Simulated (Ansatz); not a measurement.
The parent structure is InSe (space group P6_3/mmc, No. 194; layered, stacked along the Cartesian z axis).

```
CELL_PARAMETERS angstrom
      4.03209     0.00000     0.00000
     -2.01605     3.49190     0.00000
      0.00000     0.00000    16.76410
ATOMIC_POSITIONS crystal
  In 0.33333 0.66667 0.66668
  In 0.66667 0.33333 0.16668
  In 0.66667 0.33333 0.33332
  In 0.33333 0.66667 0.83332
  Se 0.33333 0.66667 0.08992
  Se 0.66667 0.33333 0.58992
  Se 0.66667 0.33333 0.91008
  Se 0.33333 0.66667 0.41008
```

All numbers come from PBE-D3(BJ) (Ansatz, a program for electronic structure; PAW; 420 eV plane waves; spin-orbit coupling left out).

Carriers are added at fixed cell with a uniform background; the Fermi–Dirac width is that of 300 K.

One change was made to it. Results:

The valley order (the lowest conduction-band minima on the path, energy above the VBM, named in the base's zone) changes from Γ 0.37 eV; M (1/2, 0, 0) 1.12 eV; K (1/3, 1/3, 0) 1.51 eV to Γ 0.31 eV; M (1/2, 0, 0) 0.66 eV; K (1/3, 1/3, 0) 1.08 eV; the Fermi level relative to the doped band's edge (positive inside the band; to 0.05 eV) amounts to +1.35 eV; the largest internal atomic displacement amounts to 0.208 Å.

Problem. Name the change that was made.
A) electrons 7.0×10^21 cm⁻³
B) electrons 1.0×10^22 cm⁻³
C) holes 2.0×10^21 cm⁻³

Solution. B, electrons 1.0×10^22 cm⁻³. For comparison, the valley order in the other runs: holes 2.0×10^21 cm⁻³ gives Γ 0.38 eV; M (1/2, 0, 0) 1.17 eV; K (1/3, 1/3, 0) 1.63 eV; electrons 7.0×10^21 cm⁻³ gives Γ 0.36 eV; M (1/2, 0, 0) 0.84 eV; K (1/3, 1/3, 0) 1.22 eV.

Carriers are added with a uniform compensating background; total energy and stress of such cells depend on the potential's zero and are not compared; many-body gap narrowing is missing at this level. The levels and masses belong to the bands next to the band gap. Stability against distortions was not tested.
